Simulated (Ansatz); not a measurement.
A computed series for Sc: pressure series

Base system: Sc in the hcp (Mg type) structure (space group P6_3/mmc, No. 194).

```xyz
2
Lattice="3.3194 0.0000 0.0000 -1.6597 2.8747 0.0000 0.0000 0.0000 5.1664" Properties=species:S:1:pos:R:3 pbc="T T T"
Sc     0.0000     1.9165     3.8748
Sc     1.6597     0.9582     1.2916
```

Cell and atoms are relaxed at each pressure.

Method: PBE (Ansatz, a program for electronic structure; PAW; 420 eV plane waves; without spin-orbit coupling).

Two rows of this table had their results exchanged by mistake.

| pressure | volume per atom (Å³) | shortest distance (Å) | band gap |
|---|---|---|---|
| pressure −2 GPa | 25.64 | 3.260 | zero |
| pressure −1 GPa | 25.12 | 3.237 | zero |
| pressure 0.9 GPa | 24.25 | 3.199 | zero |
| pressure 2.1 GPa | 23.77 | 3.176 | zero |
| pressure 4.5 GPa | 22.90 | 3.136 | zero |
| pressure 9 GPa | 21.57 | 3.070 | zero |
| pressure 15 GPa | 17.72 | 2.872 | zero |
| pressure 22.5 GPa | 18.83 | 2.928 | zero |
| pressure 30 GPa | 20.18 | 2.999 | zero |

### Question
Which two?

### Answer
The rows for pressure 15 GPa and pressure 30 GPa: the volume has to fall steadily with pressure, so 20.18 Å³ belongs to pressure 15 GPa and 17.72 Å³ to pressure 30 GPa.

Load acts through the strain it causes; cell and atoms are relaxed under it. Whether these cells are dynamically stable was not tested. Competing high-pressure phases were not computed. The final runs are not spin-polarised.
